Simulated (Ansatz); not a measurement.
C: energy against strain

C (diamond, Fd-3m, 5.507 Å³/atom at rest, cube axes along x, y and z) under a strain ε along a cube axis (axis z), the other axes held. LDA in Ansatz, a plane-wave DFT program (PAW, default set), 420 eV, 16×16×16 Γ-centred mesh, Fermi-Dirac smearing 0.05 eV; ions are relaxed within the symmetry of each cell.

Here s stands for strain and y for E less E0.

```csv
strain (%),E less E0 (meV/atom)
-3.00,?
-1.50,4.37
-1.00,1.94
-0.50,0.51
0.00,0.00
0.50,0.52
1.00,1.92
1.50,4.27
```

The 7 complete rows are fitted with a parabola, y against s. Least squares gives y = 0.023 - 0.0236·s + 1.9100·s². Residuals (row less fit): 0.014, -0.017, -0.002, -0.023, 0.031, 0.011, -0.015; standard error 0.024 (degrees of freedom: 4). Twice the quadratic coefficient over the volume, 2 × 1.9100 meV × 10⁴ × 0.1602 / 5.507 Å³, is the elastic constant C11 = 1111 ± 6 GPa.

**Question.** Predict the withheld y at s = -3.00 from the fit, and compare with the calculation.

**Answer.** y = 0.023 - 0.0236 × (-3.0) + 1.9100 × (-3.0)² = 17.284 meV/atom. The calculation gives 17.56 meV/atom, 0.276 meV/atom above the prediction (1.6 % of the range of y in the table). The row lies outside the fitted rows, so this is an extrapolation. From the scatter of the fitted rows alone, a prediction at this place has a standard error of 0.092 meV/atom, so the miss is 3.0 times that.

One order more, fitted to all 13 runs of the series, follows each within 0.03, so the miss is the next term of a smooth law. Rows are the converged runs of the series near zero and its far end; series whose fitted rows scatter by over a few per cent of the range, as at a crossing or softening among them, aren't shown in this form. Most that stay on the fit to the last digits aren't either.
